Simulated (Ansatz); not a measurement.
The reference is NiSi2 (space group Fm-3m, No. 225; a = 5.387 Å; non-magnetic).

Level of theory: r2SCAN in Ansatz (plane waves to 500 eV, PAW, no spin-orbit coupling).

For the base:

```
Item       Result
--------  -------
Pressure  0.0 GPa
```

It is then changed as follows: every lattice vector is stretched by 1.00 %, atoms relaxed at fixed cell.

Task: What does the calculation give for the pressure after the change?

Result: The pressure goes from zero to -4.6 GPa.

Task: Estimate the effect on the energy relative to the base.

Result: The energy increases by 5.8 meV/atom.

The cells carry an imposed strain or load. Stability against distortions was not tested. Seeded moments were not kept for the base. The final runs are not spin-polarised.

Ansatz is a first-principles code.
